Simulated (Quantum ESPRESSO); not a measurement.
Input and output of a self-consistent single point for HfMo (Cmmm, 2 atoms in the cell) (Quantum ESPRESSO).

Method of the run: LDA (PZ), GBRV 1.5 ultrasoft (LDA) pseudopotentials (plane waves; Quantum ESPRESSO 7.5).

```
HfMo
1.0
    1.69627    -2.50955     0.00000
    1.69627     2.50955     0.00000
    0.00000     0.00000     4.51372
Hf Mo
1 1
Direct
  0.00000   0.00000   0.00000
  0.50000   0.50000   0.50000
```

Reference input (self-consistent single point, DFT, LDA (PZ), plane waves, GBRV 1.5 ultrasoft (LDA) pseudopotentials): ecutwfc = 40 Ry; ecutrho = 320 Ry; occupations = smearing; smearing = marzari-vanderbilt; degauss = 0.019992 Ry; potentials = {Hf: hf_lda_v1.uspp.F.UPF, Mo: mo_lda_v1.uspp.F.UPF}; K_POINTS = automatic 9 9 6 1 1 1; conv_thr = 1e-10 Ry. This run's input differs from it in these lines:

```diff
@@ -17,3 +17,3 @@
   smearing = 'marzari-vanderbilt'
-  degauss = 0.019992
+  degauss = 0.000146997
 /
```

The program printed (abridged):

```
     Self-consistent Calculation

     iteration #  1     ecut=    40.00 Ry     beta= 0.70

---- Real-time Memory Report at c_bands before calling an iterative solver
           202 MiB given to the printing process from OS
            48 MiB allocation reported by mallinfo(arena+hblkhd)
------------------

     negative rho (up, down):  1.074E-01 0.000E+00

     total energy              =    -295.97845967 Ry
     estimated scf accuracy    <       3.88824521 Ry

     iteration #  2     ecut=    40.00 Ry     beta= 0.70

---- Real-time Memory Report at c_bands before calling an iterative solver
   [... lines left out ...]

     negative rho (up, down):  1.114E-01 0.000E+00

     total energy              =    -298.05227987 Ry
     estimated scf accuracy    <          1.3E-10 Ry

     iteration # 20     ecut=    40.00 Ry     beta= 0.70

---- Real-time Memory Report at c_bands before calling an iterative solver
           229 MiB given to the printing process from OS
            62 MiB allocation reported by mallinfo(arena+hblkhd)
------------------
     Minimization algorithm failed to find Fermi energy: reverting to bisection
     Possible cause: smearing is larger than the electronic band-gap.

     negative rho (up, down):  1.114E-01 0.000E+00
     End of self-consistent calculation

     the Fermi energy is    16.2998 ev

!    total energy              =    -298.05227987 Ry
     estimated scf accuracy    <          3.9E-11 Ry
     smearing contrib. (-TS)   =      -0.00000103 Ry
     internal energy E=F+TS    =    -298.05227884 Ry

     convergence has been achieved in  20 iterations

     negative rho (up, down):  1.114E-01 0.000E+00

     Forces acting on atoms (cartesian axes, Ry/au):

     atom    1 type  1   force =     0.00000000    0.00000000    0.00000000
     atom    2 type  2   force =     0.00000000    0.00000000    0.00000000

     Total force =     0.000000     Total SCF correction =     0.000000

     negative rho (up, down):  1.114E-01 0.000E+00
          total   stress  (Ry/bohr**3)                   (kbar)     P=     -168.06
  -0.00110270   0.00000000   0.00000000         -162.21        0.00        0.00
   0.00000000  -0.00116673   0.00000000            0.00     -171.63        0.00
   0.00000000   0.00000000  -0.00115785            0.00        0.00     -170.33

   JOB DONE.
```

The run converged in 20 iterations. Against the reference run the free energy hardly moves (within 1 meV/atom) and the pressure goes from -16.67 to -16.81 GPa.

The starting cell comes from a database of computed structures (which also holds hypothetical and non-ambient phases and stackings), without a prior relaxation at this level. Its lattice was rescaled by a random factor within 2.5 % of one. Spin polarisation is off. With a pressure of about -17 GPa the cell is away from its equilibrium volume at this level.

Cost on one core of a shared machine: roughly 40 s.
